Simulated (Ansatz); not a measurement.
Base system: LiF in the rock salt structure (space group Fm-3m, No. 225).

```
LiF
1.0
    0.00000     2.00393     2.00393
    2.00393     0.00000     2.00393
    2.00393     2.00393     0.00000
Li F
1 1
Direct
  0.00000   0.00000   0.00000
  0.50000   0.50000   0.50000
```

Cartesian axes are those of the cell as printed.

Calculations: DFT with PBEsol, PAW potentials and a 420 eV plane-wave cutoff in Ansatz (an electronic-structure program), no SOC.

Base values:

The volume per atom is 8.05 Å³.

Perturbation: biaxial strain −2.08 %, plane normal [111], relaxed out of plane (Cartesian); in-plane vectors clamped, the third vector and the atoms free.

Task: What does the calculation give for the energy relative to the base and volume per atom after the change?

Result: The energy rises by 3.9 meV/atom; the volume per atom drops by 0.27 Å³ (8.05 Å³ → 7.78 Å³).

Whether these cells are dynamically stable was not tested.
